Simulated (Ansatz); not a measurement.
Amorphous Zr20O43W, 64 atoms at 5.41 g/cm³, one PBE-relaxed geometry, zone centre. Methods: PBE, scalar-relativistic without spin-orbit coupling (Ansatz, a quantum-chemistry and plane-wave program); r2SCAN, scalar-relativistic without spin-orbit coupling (Ansatz); HSE06, scalar-relativistic without spin-orbit coupling (Ansatz). Plane waves to 420 eV (r2SCAN 500 eV); exact exchange is cut at the cell's faces. At PBE the levels at both edges of the gap are localised (band-tail or defect states), and the nearest spread-out levels lie 3.8 eV apart at the zone centre. All rungs ran without spin polarisation.

A CHGNet melt-quench gave the starting glass, which DFT then relaxed. O atoms were pushed apart under 1.9 Å during the dynamics, to hinder bonds among them. The hot cell started wider than the set density and was brought back towards it in steps. It is the lowest in DFT energy of 2 quenches. It is a model cell: composition and starting density were chosen by hand, and all elements were melted together. No dispersion term was used. Its density started from a set value of 5.41 and ended at 5.41 g/cm³. Cooling (nominally 450 K/ps over its main leg) ran many orders faster than in experiment, which tends to leave more defects and strain. One small periodic cell is one sample of the glass; other quenches scatter about these values. The volume was held where the preparation left it and the shape relaxed, at a PBE pressure of -1.8 GPa (tension). Stress components on the final sampling reach 1.9 GPa.

The relaxation ran on the zone centre alone. At PBE the gap between localised states is 2.76 eV on a 2×2×2 Γ-centred mesh, and the spacing at the zone centre alone 2.84 eV.

Question: What zone-centre spacing does r2SCAN give, roughly?

Answer: 3.12 eV (+0.29 eV against PBE).

Question: What zone-centre spacing does HSE06 give, roughly?

Answer: 4.16 eV (+1.33 eV against PBE).

The highest filled and the lowest empty state spread over these numbers of atoms (participation numbers): PBE: 9.1 and 4.1; r2SCAN: 8.3 and 3.6; HSE06: 7.9 and 3.6.
